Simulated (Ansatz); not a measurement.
Where the default PAW files enter, the runs use the earlier of Ansatz's two default sets.

Input:

```
CELL_PARAMETERS angstrom
      3.04757     0.00000     0.00000
      1.52378     6.14023     0.00000
      0.00000     1.38413     5.65035
ATOMIC_POSITIONS crystal
  Ga 0.34116 0.31768 0.68527
  Ga 0.65884 0.68232 0.31473
  Ga 0.90953 0.18094 0.20521
  Ga 0.09047 0.81906 0.79479
  O  0.50353 0.99294 0.74334
  O  0.49647 0.00706 0.25666
  O  0.82663 0.34674 0.43677
  O  0.17337 0.65326 0.56323
  O  0.16450 0.67100 0.10915
  O  0.83550 0.32900 0.89085
```

Space group of this cell: C2/m. The cell is taken as given; by r2SCAN its mean pressure is -1.5 GPa.

These are r2SCAN (plane waves, PAW; Ansatz, a program for electronic structure) values and carry that method's errors.

The current runs along the normal of the first two printed vectors; no spin-orbit coupling. Scaled by the factor s: the length along the current (ions clamped). Meshes 10×10×6 and 10×6 across the current in all rows.

```json
[
 {"s": "0.97", "mean pressure (GPa)": "5.2", "slowest mid-gap decay constant κ (1/Å)": "?"},
 {"s": "1.00", "mean pressure (GPa)": "-1.5", "slowest mid-gap decay constant κ (1/Å)": "0.228"},
 {"s": "1.03", "mean pressure (GPa)": "-7.1", "slowest mid-gap decay constant κ (1/Å)": "0.214"}
]
```

### Question
Take the slope of the slowest mid-gap decay constant κ against ln s from the two given rows, extrapolate to s = 0.97, and say what the run there gives.

### Answer
Slope = (0.214 − 0.228) / ln 1.03 = -0.474 1/Å. The line gives 0.228 + (-0.474) × ln 0.97 = 0.242 1/Å. The run gives 0.240 1/Å, 0.002 1/Å under the line, 17 % of the predicted step.
